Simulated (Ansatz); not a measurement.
Worked calculations on one periodic cell of amorphous Ta$_{16}$O$_{42}$Ge: Ta16O42Ge, 59 atoms, volume 892.5 Å³, made by a melt-quench on the CHGNet potential and relaxed with DFT. O atoms were pushed apart under 1.9 Å during the dynamics, to hinder bonds among them. It is a model cell: composition and starting density were chosen by hand, and all elements were melted together. Cycles of charging were run to anneal it. These are PBE, scalar-relativistic without spin-orbit coupling (plane waves to 420 eV, PAW; Ansatz, an electronic-structure program) values and carry that method's errors. Sampling: a 2×2×2 Γ-centred mesh; Fermi-Dirac width 0.02 eV; no spin polarisation. Its volume was relaxed, its shape was held as a cube, and it stands at a mean pressure of 0.1 GPa with stress components up to 2.3 GPa; the relaxation ran on the zone centre alone. Its density went from a set 7.23 to 6.77 g/cm³. The cell is small and was quenched far faster than a real film, so it is one sample of the glass.

Count formal charges (Ta +5, O -2, Ge +4). What does the count lead one to expect at the Fermi level, and what does the calculation give?

16 × (+5) + 42 × (-2) + 1 × (+4) = 0. The charges balance, so the anion-derived valence states can be full and a gap can open. On this mesh the highest filled and lowest empty level lie 2.98 eV apart, the PBE gap of this cell, with a localised state at one edge or both.

Four energies for an added electron at PBE on the zone centre alone (charged cells in a uniform background, spin-polarised): neutral at the neutral geometry -187095.798 eV; charged at the neutral geometry -187086.913 eV; charged and relaxed -187086.993 eV; neutral at the charged geometry -187095.697 eV.

Find the two relaxation energies and their sum, the reorganisation energy.

On charging: -187086.913 − (-187086.993) = 0.080 eV. On discharging: -187095.697 − (-187095.798) = 0.101 eV. The sum is 0.181 eV. The carrier's level spreads over 13 of the 59 atoms' worth, so it counts as partly localised, most on one Ta atom with neighbours O 1.86 Å, O 1.88 Å, O 1.95 Å, O 2.01 Å, O 2.09 Å (neutral geometry). The values are uncorrected: the image energy of a point charge in this cell, 2.84 × 14.40 / (2 × 9.6) = 2.1 eV before screening, is screened by electrons alone at the fixed geometry and by ions too after relaxing, and the carrier can be spread before it relaxes, so each term can be off by up to that value times 1/ε∞, some tenths of an eV. PBE's self-interaction favours spread-out carriers, so a hybrid can localise more.

Four energies for a hole at PBE on the zone centre alone (charged cells in a uniform background, spin-polarised): neutral at the neutral geometry -187095.798 eV; charged at the neutral geometry -187101.394 eV; charged and relaxed -187101.821 eV; neutral at the charged geometry -187095.074 eV.

Find the two relaxation energies and their sum, the reorganisation energy.

On charging: -187101.394 − (-187101.821) = 0.427 eV. On discharging: -187095.074 − (-187095.798) = 0.724 eV. The sum is 1.151 eV. The carrier's level spreads over 4 of the 59 atoms' worth, so it counts as localised, most on one O atom with neighbours Ta 1.84 Å, Ta 2.08 Å (neutral geometry). The values are uncorrected: the image energy of a point charge in this cell, 2.84 × 14.40 / (2 × 9.6) = 2.1 eV before screening, is screened by electrons alone at the fixed geometry and by ions too after relaxing, and the carrier can be spread before it relaxes, so each term can be off by up to that value times 1/ε∞, some tenths of an eV. PBE's self-interaction favours spread-out carriers, so a hybrid can localise more.
